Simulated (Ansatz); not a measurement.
V₃Os (Fm-3m), PBEsol, DFPT electron-phonon coupling, linearised Boltzmann equation (Ansatz, an electronic-structure program): phonon-limited resistivity 6.23 μΩ·cm at 300 K, 8.83 μΩ·cm at 400 K, current-weighted mean free path 15.7 nm, Drude plasma energy 6.05 eV.

Task: Estimate the resistivity of a 80 nm square wire with diffuse walls from ρ ≈ ρ₀(1 + 3ℓ/4d).

Result: 1 + 0.75 × 15.7/80 = 1.15, so ρ ≈ 7.15 μΩ·cm and a line 1 μm long has 11.2 Ω. The formula is the free-electron limit for d well above ℓ; grain boundaries add to it.

Task: Estimate the electronic thermal conductivity at 300 K by the Wiedemann-Franz law (L₀ = 2.44×10⁻⁸ W·Ω/K²).

Result: L₀T/ρ = 2.44×10⁻⁸ × 300/(6.23×10⁻⁸) = 117 W/(m·K). Inelastic scattering puts the true Lorenz number somewhat under L₀ near and below the Debye temperature.

Task: What is the classical skin depth at 100 GHz (nonmagnetic, μ₀ = 1.257×10⁻⁶ H/m)?

Result: δ = √(ρ/(π f μ₀)) = 397 nm.

A metal at this level (no band gap). Only scattering by harmonic phonons is included (no impurities, grain boundaries, electron-electron scattering or thermal expansion). Spin-orbit coupling is left out, which matters with elements this heavy. Halving the electron mesh (24x24x24) moves the resistivity by up to 2 % at 300 K, the mean free path by up to 5 %. Smearing 0.20 eV; phonons on a 4x4x4 q mesh, which this run doesn't test.

Computed structure with no diffraction record at hand here (it may be known, metastable or hypothetical): V3Os (Fm-3m). Treated as nonmagnetic (a ferromagnetic start lost its moment, other orders weren't tried): V3Os (Fm-3m).
